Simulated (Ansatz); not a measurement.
The parent structure is GaP in the zinc blende structure (space group F-43m, No. 216; a = 5.506 Å).

The other end (x = 1) is GaAs in the zinc blende structure (space group F-43m, No. 216): 23.71 Å³/atom, gap 0.16 eV.

All numbers come from PBE (Ansatz, a quantum-chemistry and plane-wave program), no spin-orbit coupling.

As replaces a fraction x of P; each row is one arrangement (x, atoms in the cell, starting space group or random), fully relaxed.

One change was made to it. Results:

```json
[
 {"quantity": "band gap", "base": "1.58 eV", "after": "0.94 eV"},
 {"quantity": "mean first-shell distances", "base": "–", "after": "P–Ga 2.402 Å (end compound 2.384 Å), As–Ga 2.452 Å (end compound 2.488 Å)"}
]
```

Q: Name the change that was made.
A) x(As) = 0.333, 6 atoms, P3m1
B) x(As) = 0.333, 6 atoms, I-4m2
C) x(As) = 0.667, 6 atoms, P3m1

A: A, x(As) = 0.333, 6 atoms, P3m1. For comparison, the band gap in the other runs: x(As) = 0.667, 6 atoms, P3m1 gives 0.52 eV; x(As) = 0.333, 6 atoms, I-4m2 gives 1.04 eV.

Each cell is one ordered arrangement of few atoms, which overstates ordering effects compared with a random alloy. No phonon test of stability was made. A zero or small gap of GaAs can be the functional's error rather than a property of the material.
